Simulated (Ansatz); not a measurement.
A self-consistent single point of SnSe2 (P3m1, 3 atoms in the cell) with Ansatz (an electronic-structure program).

Computed with LDA (PW92), default PAW files made with PBE (plane waves; Ansatz).

```
SnSe2
1.0
    1.89928    -3.28966     0.00000
    1.89928     3.28966     0.00000
    0.00000     0.00000     6.12158
Sn Se
1 2
Cartesian
  0.00000   0.00000   0.05000
  1.89928   1.09655   1.53039
  1.89928  -1.09655   4.59118
```

Reference input (self-consistent single point, DFT, LDA (PW92), plane waves, default PAW files made with PBE): basis.ecutwfc = 420 eV; kpoints.mp_grid.grid = 8 8 4; hamiltonian.xc = lda; hamiltonian.pseudopotentials = {kind: paw} (the program's default PAW files); scf.occupations.method = fermi_dirac; scf.occupations.width = 0.05 eV. This run's input differs from it in these lines:

Ansatz 0.2 input:
```diff
@@ -13,3 +13,3 @@
   mp_grid:
-    grid: [8, 8, 4]
+    grid: [14, 14, 8]
 hamiltonian:
```

The program printed (abridged):

```
SCF iter   1: F=—  HF=-16646.982821 eV  |F-HF|=—  |Δ(HF+E_count)|=         —  Δρ=5.47e-3  dr2=1.03e-2  ethr=1.77e-3  ⟨swp⟩=6.4  Hψ=21120  notcnv=0
all-band conjugate gradients solve this SCF's bands
preconditioner: auto → Resta (q_TF=auto, 2.507 Å⁻¹)
SCF iter   2: F=—  HF=-16646.977596 eV  |F-HF|=—  |Δ(HF+E_count)|=   5.23e-3  Δρ=2.66e-3  dr2=2.54e-3  ethr=2.24e-5  ⟨swp⟩=2.0  Hψ=8953  notcnv=0  defer=18
   [... lines left out ...]
SCF iter   4: F=—  HF=-16646.976930 eV  |F-HF|=—  |Δ(HF+E_count)|=   1.34e-5  Δρ=1.33e-4  dr2=2.31e-5  ethr=2.90e-7  ⟨swp⟩=2.0  Hψ=7649  notcnv=0  defer=18
SCF iter   5: F=—  HF=-16646.976925 eV  |F-HF|=—  |Δ(HF+E_count)|=   5.84e-6  Δρ=3.30e-5  dr2=1.21e-6  ethr=5.02e-8  ⟨swp⟩=2.0  Hψ=7649  notcnv=0  defer=18
SCF iter   6: F=—  HF=-16646.976925 eV  |F-HF|=—  |Δ(HF+E_count)|=   2.56e-8  Δρ=1.33e-5  dr2=1.98e-7  ethr=2.62e-9  ⟨swp⟩=2.0  Hψ=7649  notcnv=0  defer=18
SCF iter   7: F=-16646.976925 eV  HF=-16646.976925 eV  |F-HF|=1.88e-8  |Δ(HF+E_count)|=   6.30e-8  Δρ=3.85e-6  dr2=2.21e-8  ethr=2.17e-10  ⟨swp⟩=6.4  Hψ=18920  notcnv=0
SCF 1 converged in 7 iterations: F = -16646.976925 eV  dr2 = 2.21e-8
Free energy (F): -16646.976925 eV
Internal energy: -16646.976854 eV  (E = F + TS)
E sigma→0 (E₀):  -16646.976889 eV
Entropy (-TS):   -0.000071 eV (-0.024 meV/atom)
Fermi energy:    8.303276 eV
--- Forces (eV/Å), atoms counted from 1 ---
  atom   1  Sn     0.00000000     0.00000000    -0.78869567
  atom   2  Se    -0.00000000    -0.00000000     0.90427704
  atom   3  Se     0.00000000     0.00000000    -0.11561710
--- Stress (GPa, compression-positive) ---
        0.840545       0.000000       0.000000
        0.000000       0.840545       0.000000
        0.000000       0.000000       2.123484
  P = ⅓ Tr σ = 1.2682 GPa (12.682 kbar)
  The stress holds the Pulay correction. Without it, at fixed plane waves, as pw.x and ABINIT print it: P = 1.2190 GPa
```

The run converged in 7 iterations. Against the reference run the free energy hardly moves (within 1 meV/atom), the pressure stays at 1.27 GPa, the largest force stays at 0.904 eV/Å and the gap on the mesh goes from 0.680 to 0.572 eV.

The starting cell has typed, rounded lattice constants, without a prior relaxation at this level. Its lattice was rescaled by up to half a per cent. One atom was moved a little off its site on purpose. Ansatz's pressure includes its estimate of the finite-basis (Pulay) stress.
